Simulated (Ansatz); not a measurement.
Take MgS in the rock salt structure (space group Fm-3m, No. 225; a = 5.203 Å) as the base.

Level of theory: r2SCAN in Ansatz (plane waves to 500 eV, PAW, scalar-relativistic without spin-orbit coupling).

For the base:

| Quantity | Value |
|---|---|
| Gap character | indirect, Γ → X |
| Band gap | 3.46 eV |

Perturbation: a hydrostatic pressure of 4.5 GPa.

Question: Estimate the effect on the gap character and band gap.

Answer: The gap character remains indirect, Γ → X; the band gap increases by 0.11 eV to 3.57 eV.

Load acts through the strain it causes; cell and atoms are relaxed under it. No phonon test of stability was made.

Ansatz is a program for electronic structure.
